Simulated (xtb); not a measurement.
xtb 6.7.1, GFN2-xTB: Zr(OEt)(OiPr)3 (CC[O][Zr]([O]C(C)C)([O]C(C)C)[O]C(C)C), 42 atoms. The geometry is a generated start, not checked to be a minimum at this level.

- method: GFN2-xTB
- --acc: 1 (default)
- --etemp (K): 300 (default)
- detailed input (--input): none: ANC optimiser, Lindh (1995) Hessian, microcycle=20, maxdispl=1.0, hlow=0.01 (default)
- basis functions: 96
- valence electrons: 98

Charge 0 and multiplicity 1 are set for this test and not shown to be the ground state.

The structure is relaxed from this start with --opt LEVEL for the levels crude, sloppy, loose, lax, normal, tight, vtight, extreme, once each. Up to the end of the extreme run atoms move by at most 0.96 Å along an axis.

### Question
Which level is enough to come within 5 meV of the tightest end point?

### Answer
normal: 38 cycles against 61, ending 0.60 meV above.

```
level    cycles  energy above the extreme run (meV)  gradient norm (eV/Å)
-------  ------  ----------------------------------  --------------------
crude         1                                  18                  0.14
sloppy        1                                  18                  0.14
loose         1                                  18                  0.14
lax           4                                  16                 0.099
normal       38                                0.60                 0.038
tight        44                                0.18                0.0072
vtight       56                          under 0.01                0.0025
extreme      61                                   —                0.0017
```
